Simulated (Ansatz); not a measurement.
Take Hf in the hcp (Mg type) structure (space group P6_3/mmc, No. 194; a = 3.2042 Å, c = 5.0691 Å) as the base.

Calculations: Ansatz (a quantum-chemistry and plane-wave program), PBE, PAW, cutoff 420 eV, scalar-relativistic without spin-orbit coupling.

One change was made to it. Results:

```csv
quantity,base,after
band gap,zero,zero
lattice parameter a,6.055 bohr,5.645 bohr
c/a ratio,1.582,1.598
```

Problem. What was done to the base?
(A) pressure −2 GPa
(B) pressure 3 GPa
(C) pressure 30 GPa
(D) pressure −1 GPa

Solution. C, pressure 30 GPa. For comparison, the lattice parameter a in the other runs: pressure 3 GPa gives 6.000 bohr; pressure −2 GPa gives 6.095 bohr; pressure −1 GPa gives 6.075 bohr.

Load acts through the strain it causes; cell and atoms are relaxed under it. No phonon test of stability was made. No other phases were tried under pressure. The final runs are not spin-polarised.
